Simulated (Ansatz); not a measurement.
GeS in the GeS type structure (space group Pnma, No. 62; layered, stacked along the Cartesian x axis)

```xyz
8
Lattice="10.6616 0.0000 0.0000 0.0000 3.6817 0.0000 0.0000 0.0000 4.3553" Properties=species:S:1:pos:R:3 pbc="T T T"
Ge     6.6582     2.7613     2.7656
Ge     9.3342     0.9204     0.5879
Ge     4.0034     0.9204     1.5897
Ge     1.3274     2.7613     3.7674
S      3.7243     2.7613     4.3332
S      1.6065     0.9204     2.1556
S      6.9373     0.9204     0.0221
S      9.0551     2.7613     2.1998
```

Computed with Ansatz (a first-principles code), PBE-D3(BJ), PAW, cutoff 420 eV, no spin-orbit coupling, earlier PAW set. k-mesh 3×9×8 (Γ-centred); smearing 0.05 eV (Fermi–Dirac).

| Property | Result |
|---|---|
| Volume per atom | 21.37 Å³ |
| Density | 4.07 g/cm³ |
| Band gap | 1.23 eV, indirect, Γ–Z (67 % along) → Γ |
| Total energy | -2599.120 eV/atom (σ→0; compares only within this code and set-up) |

Whether these cells are dynamically stable was not tested. The D3 term's C6 switches between coordination references near this geometry, which can add small steps to energies.
